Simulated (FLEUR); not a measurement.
## Variants of one calculation on NdN (Fm-3m, 2 atoms in the cell)

```xyz
2
Lattice="0.0000 2.5660 2.5660 2.5660 0.0000 2.5660 2.5660 2.5660 0.0000" Properties=species:S:1:pos:R:3 pbc="T T T"
N      0.0000     0.0000     0.0000
Nd     2.5660     2.5660     2.5660
```
Moments meant for the start (each program seeds them in its own way; μB, in the order of the atoms N Nd): 0.0 3.0.

Base run A: PBEsol, all-electron FLAPW (FLEUR), scalar-relativistic valence, self-consistent single point.

Its settings: Kmax = 3.8 1/bohr; GmaxXC = 13.3 1/bohr; xcFunctional = PBEs; jspins = 2; l_soc = F; mode = hist; fermiSmearingEnergy = 0.00367493 Htr; mesh (inpgen div1-3) = 6 6 6; inpgen gamma flag = true; Gmax = 13.3 1/bohr; numbands = 0; maxIterBroyd = 25; imix = Anderson; alpha = 0.05; precondParam = 0; minDistance = 1e-05 me/bohr^3; ctail = T; kcrel = 0; coretail_lmax = 0; theta = 0.

The starting cell comes from a database of published, mostly measured structures (it also holds non-ambient and calculated ones), without a prior relaxation at this level. Spin-orbit coupling is off. With one magnetic atom in the cell only a parallel order is possible. With U or open f shells several self-consistent states can exist. The f electrons are in the valence without U or exact exchange, which can misplace them near the Fermi level. Spin-orbit terms, which matter for f shells, are left out. Values depend on the basis (sphere radii, cutoffs, local orbitals), which need not be converged.

ΔF is the free energy per atom less that of run A. 

Runs:
- B: numbands: 0 → 14
- C: fermiSmearingEnergy: 0.00367493 Htr → 0.00091873 Htr
- D: Kmax: 3.8 1/bohr → 4.08 1/bohr; Gmax: 13.3 1/bohr → 14.3 1/bohr; GmaxXC: 13.3 1/bohr → 14.3 1/bohr
- E: Kmax: 3.8 1/bohr → 4.5 1/bohr; Gmax: 13.3 1/bohr → 15.8 1/bohr; GmaxXC: 13.3 1/bohr → 15.8 1/bohr
- F: lnonsphr: {N: 4, Nd: 8} → {N: 6, Nd: 6}
- G: lmax: {N: 6, Nd: 10} → {N: 5, Nd: 5}; lnonsphr: {N: 4, Nd: 8} → {N: 4, Nd: 5}
- H: alpha: 0.05 → 0.1

```csv
run,ΔF (meV/atom),size of the net moment (μB/atom),basis size
A,0.00,1.49,222
B,0.00,1.49,222
C,47.3,1.49,222
D,-41.6,1.49,274
E,-61.9,1.49,360
F,0.61,1.49,222
G,-7.9,1.49,222
H,0.00,1.49,222
```

Run H against A: The free energy stays essentially unchanged (within 1 meV/atom) and the size of the net moment stays at 1.49 μB/atom.

Run E against A: The free energy drops by 61.9 meV/atom and the size of the net moment stays at 1.49 μB/atom.
